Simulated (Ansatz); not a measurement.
System: Ge-vacancy pair (Ge on one host Ga site, one Ga site vacant) in wurtzite GaN (charge state -2). These are PBE, PAW (plane waves to 420 eV; Ansatz, a program for electronic structure) values and carry that method's errors.

Cell of 72 host sites held at the relaxed PBE lattice; one k-point at (0.125, 0.250, 0.250); Fermi-Dirac width 0.01 eV, spin-restricted; finite-size errors left in. No zero-point or tunnelling terms. The charge state is imposed; whether it is stable for some Fermi level was not computed. Forms of the defect that were not tried may lie lower. The start lies 0.083 eV above the lowest site run (PBE).

Barriers: single points on a 2×2×2 k-point mesh shifted by half a step along c at the bands' geometries (they differ from the bands' own by up to 0.06 eV, and are uncertain by about as much).

Relaxed starting cell (atoms counted from 1):

```xyz
71
Lattice="9.6554 0.0000 0.0000 -4.8277 8.3618 0.0000 0.0000 0.0000 10.4862" Properties=species:S:1:pos:R:3 pbc="T T T"
Ge     1.6131     0.9267     2.6666
Ga     1.5711     0.9491     7.8323
Ga     0.0076     3.7118     2.6964
Ga    -0.0023     3.6719     7.8408
Ga    -1.5952     6.4859     2.6735
Ga    -1.6146     6.4985     7.8488
Ga     4.8449     0.9199     2.6727
Ga     4.8258     0.9304     7.8487
Ga     3.2081     3.7313     2.6443
Ga     3.2071     3.7097     7.8521
Ga     1.6172     6.4952     2.6684
Ga     1.6130     6.4985     7.8561
Ga     8.0507     0.9207     2.6966
Ga     8.0796     0.9491     7.8419
Ga     6.4407     3.7095     2.6482
Ga     6.4432     3.7087     7.8563
Ga     4.8080     6.5034     2.6445
Ga     4.8260     6.5147     7.8529
Ga     0.0013     1.8608    10.4307
Ga    -1.5704     4.6061     5.2380
Ga    -1.6131     4.6508    10.4952
Ga    -3.2328     7.4734     5.2221
Ga    -3.2192     7.4455    10.4767
Ga     3.1783     1.8574     5.2221
Ga     3.2106     1.8581    10.4763
Ga     1.5567     4.6202     5.2400
Ga     1.5980     4.6553    10.4965
Ga    -0.0005     7.4326     5.2313
Ga    -0.0051     7.4377    10.4950
Ga     6.4888     1.8440     5.2364
Ga     6.4313     1.8629    10.4960
Ga     4.8245     4.6527     5.2478
Ga     4.8239     4.6514    10.4848
Ga     3.2183     7.5006     5.2405
Ga     3.2070     7.4438    10.4973
N      1.7423     0.8562     4.4708
N      1.6303     0.9206     9.8545
N     -0.0037     3.8551     4.5536
N     -0.0065     3.7459     9.8722
N     -1.6290     6.4986     4.6252
N     -1.6166     6.5110     9.8427
N      4.8196     0.9495     4.6256
N      4.8190     0.9339     9.8429
N      3.2176     3.7268     4.6037
N      3.2148     3.7189     9.8422
N      1.6202     6.5018     4.6255
N      1.6014     6.5114     9.8419
N      7.9378     0.8772     4.5578
N      8.0193     0.9257     9.8726
N      6.4228     3.7241     4.6111
N      6.4283     3.7232     9.8401
N      4.8211     6.5070     4.6032
N      4.8261     6.5108     9.8434
N      0.0600     1.8202     1.9703
N     -0.0007     1.8538     7.4173
N     -1.6234     4.6419     1.9716
N     -1.6128     4.6448     7.2316
N     -3.2196     7.4727     1.9835
N     -3.2180     7.4362     7.2086
N      3.1830     1.8377     1.9828
N      3.2140     1.8533     7.2077
N      1.6207     4.6463     1.9701
N      1.6083     4.6446     7.2336
N     -0.0009     7.4288     1.9878
N     -0.0017     7.4295     7.2235
N      6.4282     1.8652     1.9718
N      6.4312     1.8548     7.2297
N      4.8285     4.6432     1.9777
N      4.8252     4.6453     7.2286
N      3.2202     7.4185     1.9708
N      3.2162     7.4302     7.2338
```
Cell charge -2.

End state 1 differs by these moves (Å; atoms that move under 0.08 Å are left out):

| atom | element | Δx | Δy | Δz |
|---|---|---|---|---|
| 24 | Ga | -3.15 | 0.00 | 0.00 |
| 26 | Ga | 0.10 | 0.00 | 0.00 |
| 30 | Ga | -0.11 | 0.00 | 0.00 |
| 36 | N | -0.27 | 0.00 | 0.00 |
| 38 | N | 0.00 | -0.13 | 0.05 |
| 42 | N | 0.11 | -0.07 | -0.07 |
| 44 | N | 0.00 | 0.13 | -0.05 |
| 48 | N | 0.11 | 0.07 | 0.07 |
| 55 | N | 0.00 | 0.00 | -0.21 |
| 61 | N | 0.00 | 0.00 | 0.21 |

Task: Estimate the forward and backward barriers to end state 1 that PBE, PAW returns for this input.

Result: forward 2.16 eV, backward 2.16 eV; at the saddle point atom 24 has neighbours N at 1.86, N at 2.24, N at 2.26, 2 N at 2.31 Å. The program found a first-order saddle point.

End state 2 differs by these moves (Å; atoms that move under 0.08 Å are left out):

| atom | element | Δx | Δy | Δz |
|---|---|---|---|---|
| 20 | Ga | 1.53 | -2.67 | -0.01 |
| 22 | Ga | 0.05 | -0.10 | 0.01 |
| 30 | Ga | -0.05 | 0.08 | 0.00 |
| 36 | N | -0.15 | 0.07 | 0.08 |
| 38 | N | 0.11 | -0.19 | -0.01 |
| 40 | N | 0.02 | 0.15 | -0.08 |
| 48 | N | 0.10 | 0.05 | 0.05 |
| 50 | N | -0.10 | -0.06 | -0.06 |
| 55 | N | 0.00 | 0.00 | -0.20 |
| 57 | N | 0.00 | 0.00 | 0.19 |

Task: Estimate the forward and backward barriers to end state 2 that PBE, PAW returns for this input.

Result: forward 2.12 eV, backward 1.69 eV; at the saddle point atom 20 has neighbours N at 1.82, N at 2.22, N at 2.28, N at 2.30, N at 2.35 Å. The program found a first-order saddle point.

End state 3 differs by these moves (Å; atoms that move under 0.08 Å are left out):

```csv
atom,element,Δx,Δy,Δz
1,Ge,-0.05,0.02,-0.07
3,Ga,-0.03,-1.79,2.52
13,Ga,0.03,0.03,-0.07
19,Ga,0.00,0.03,0.10
36,N,-0.14,0.07,0.06
38,N,0.00,-0.13,0.22
48,N,0.10,0.06,0.05
54,N,-0.01,-0.14,-0.03
55,N,0.00,-0.03,-0.19
56,N,-0.12,0.08,-0.05
62,N,0.09,0.06,-0.04
```

Task: Estimate the forward and backward barriers to end state 3 that PBE, PAW returns for this input.

Result: forward 2.11 eV, backward 2.19 eV; at the saddle point atom 3 has neighbours N at 1.77, N at 1.91 Å. The program found a first-order saddle point.
